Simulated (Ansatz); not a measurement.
Pair distribution function (total) of Al (fcc), cell Al108, begun in the crystal structure [in the run: it stayed crystalline; mean temperature 300 K (target 300 K); density 2.66 g/cm³; one k-point, which a denser mesh shifts by 0.1 GPa in pressure and 0.04 eV/Å in forces], from MD at 300 K. The numbers are results of PBE (plane waves, PAW; Ansatz, a program for electronic structure), not measurements. Volume per atom 16.85 Å³, mean pressure 0.0 GPa. 

(r (Å), g(r)): (1.86, 0.00); (1.90, 0.00); (1.94, 0.00); (1.98, 0.00); (2.02, 0.00); (2.06, 0.00); (2.10, 0.00); (2.14, 0.00); (2.18, 0.00); (2.22, 0.00); (2.26, 0.00); (2.30, 0.00); (2.34, 0.00); (2.38, 0.00); (2.42, 0.00); (2.46, 0.00); (2.50, 0.00); (2.54, 0.03); (2.58, 0.14); (2.62, 0.41); (2.66, 1.05); (2.70, 2.15); (2.74, 3.62); (2.78, 5.25); (2.82, 6.47); (2.86, 7.03); (2.90, 6.46); (2.94, 5.37); (2.98, 4.12); (3.02, 2.73); (3.06, 1.76); (3.10, 0.99); (3.14, 0.53); (3.18, 0.26); (3.22, 0.13); (3.26, 0.05); (3.30, 0.02); (3.34, 0.01); (3.38, 0.00); (3.42, 0.00); (3.46, 0.00); (3.50, 0.00); (3.54, 0.00); (3.58, 0.00); (3.62, 0.01); (3.66, 0.02); (3.70, 0.03); (3.74, 0.07); (3.78, 0.14); (3.82, 0.24); (3.86, 0.43); (3.90, 0.67); (3.94, 0.90); (3.98, 1.20); (4.02, 1.39); (4.06, 1.50); (4.10, 1.46); (4.14, 1.28); (4.18, 1.03); (4.22, 0.73); (4.26, 0.47); (4.30, 0.29); (4.34, 0.17); (4.38, 0.09); (4.42, 0.03); (4.46, 0.01); (4.50, 0.01); (4.54, 0.02); (4.58, 0.03); (4.62, 0.08); (4.66, 0.20); (4.70, 0.42); (4.74, 0.75); (4.78, 1.27); (4.82, 1.90); (4.86, 2.60); (4.90, 3.28); (4.94, 3.74); (4.98, 3.91); (5.02, 3.70); (5.06, 3.16); (5.10, 2.55); (5.14, 1.87); (5.18, 1.27); (5.22, 0.79); (5.26, 0.45); (5.30, 0.24); (5.34, 0.12); (5.38, 0.07); (5.42, 0.07)

State where the first shell ends and the number of neighbours in it.

g is nil from 3.4 to 3.6 Å, so any cut there serves; 12.0 neighbours in the shell, from n = 4πρ∫r²g(r)dr.
